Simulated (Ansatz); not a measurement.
The parent structure is KMgF₃ in the cubic perovskite structure (space group Pm-3m, No. 221; a = 3.991 Å). Axes: x, y, z lie along the cube axes.

Method: Kohn–Sham DFT with the PBEsol functional, run in Ansatz (a quantum-chemistry and plane-wave program) with PAW and 420 eV plane waves, no spin-orbit coupling.

For the base:

| Property | Result |
|---|---|
| Smallest direct gap | 7.44 eV |

Modification: tensile biaxial strain of 2.50 % in the plane normal to [111], as in epitaxy on a mismatched substrate; the out-of-plane cell vector and the atoms relax.

Task: What happens to the in-plane stress, energy relative to the base and smallest direct gap?

Result: The mean in-plane stress (compression positive) amounts to -3.4 GPa; the energy rises by 7.0 meV/atom; the smallest direct gap shrinks by 0.35 eV, from 7.44 eV to 7.09 eV.

No phonon test of stability was made.
